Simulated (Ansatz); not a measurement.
# rock-salt MgO (1 1 0) on zinc-blende InP (1 1 0) (film strained to the substrate, faces as cut)

A periodic stack without vacuum, rock-salt MgO (1 1 0) on zinc-blende InP (1 1 0) (film strained to the substrate, faces as cut): substrate slab In8P8, film Mg16O16, surface cells [[0, -1], [1, -1]] and [[1, 0], [1, 2]], film strained by -0.9 and -0.9 %, faces InP/InP and MgO/MgO as cut (like faces can put a slab off its formula).

The start was prepared with a machine-learned potential, and the result is one local minimum, with the in-plane cell held and forces under 0.04 eV/Å; the film can end far from its bulk form.

Calculation: PBE (plane waves to 420 eV, PAW; Ansatz, a first-principles code). No spin–orbit coupling; PBE gaps are too small against experiment. Its k-point mesh 7×4×1, Fermi–Dirac width 0.05 eV.

The interface area comes out as 25.1 Å². The period is 29.60 Å and the gaps between the outermost planes at the two interfaces is 2.13 and 2.13 Å. The In–Mg contacts across the interfaces within 1.22 times the sum of covalent radii is 4, mean 3.20 Å and the Mg–P contacts across the interfaces within 1.22 times the sum of covalent radii is 4, mean 2.69 Å. The In–O contacts across the interfaces within 1.22 times the sum of covalent radii is 2, mean 2.24 Å. The spin-polarised check at this geometry comes out as falls back to no moment.

```
InMg2O2P
1.0
    4.21436    -0.00001    -0.00005
    4.21437     5.95927     0.09636
    0.00064     0.98208    29.61792
In P Mg O
8 8 16 16
Direct
  0.87237   0.10031   0.10808
  0.89025   0.58188   0.03924
  0.90395   0.06948   0.24917
  0.88492   0.58832   0.17631
  0.93852   0.03459   0.39179
  0.92134   0.55201   0.31890
  0.01229   0.95983   0.52885
  0.95978   0.51253   0.45998
  0.61718   0.35497   0.03603
  0.61788   0.85480   0.10455
  0.63554   0.33769   0.17817
  0.65360   0.81982   0.24781
  0.67165   0.30169   0.32033
  0.68825   0.78485   0.38996
  0.70706   0.26525   0.46361
  0.74088   0.73124   0.53208
  0.25747   0.71451   0.65524
  0.74713   0.22485   0.65446
  0.49905   0.97305   0.60994
  0.98521   0.48678   0.60730
  0.77769   0.19422   0.75814
  0.27817   0.69374   0.75823
  0.01589   0.45603   0.70801
  0.51511   0.95682   0.70817
  0.30272   0.66920   0.85990
  0.80326   0.16865   0.86001
  0.54068   0.93122   0.80991
  0.04074   0.43115   0.80982
  0.82264   0.14926   0.96072
  0.33502   0.63702   0.95816
  0.07124   0.40069   0.91282
  0.56139   0.91056   0.91357
  0.98154   0.99051   0.60393
  0.49091   0.48095   0.60955
  0.75046   0.72149   0.65700
  0.25570   0.21626   0.65521
  0.51576   0.45616   0.70853
  0.01512   0.95678   0.70673
  0.27847   0.19343   0.75819
  0.77751   0.69440   0.75874
  0.04100   0.93089   0.80955
  0.54027   0.43163   0.80963
  0.80316   0.66874   0.86140
  0.30330   0.16863   0.85945
  0.56328   0.40864   0.91112
  0.06958   0.90237   0.91279
  0.32728   0.14458   0.95845
  0.82062   0.65138   0.96422
```
